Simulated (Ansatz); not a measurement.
Corundum Ga2O3 (metastable phase) was calculated with PBE0 (plane waves, PAW; Ansatz, a first-principles code).

Settings: plane-wave cutoff 500 eV, 6×6×6 k mesh, gaussian smearing 0.02 eV, scalar-relativistic PAW data made under PBE.

Cell (relaxed with r²SCAN):

Space group R-3c, hexagonal axes (No. 167); a = 4.985 Å, b = 4.985 Å, c = 13.442 Å, α = 90.00°, β = 90.00°, γ = 120.00°

| atom | site | symmetry | x | y | z |
|---|---|---|---|---|---|
| Ga | 12c | 3. | 0.0000 | 0.0000 | 0.1446 |
| O | 18e | .2 | 0.3036 | 0.3036 | 0.2500 |
(The calculation used a cell of 10 atoms; values per cell refer to that cell.)

Problem. Predict the band gap.

Solution. 
band gap: 5.34 eV (on the SCF k mesh)

Note: cell and atoms aren't relaxed at this level (pressure -0.4 GPa).

Spin–orbit coupling is not included.

Computed values are for the static lattice.

The result took very roughly 5 core-minutes.
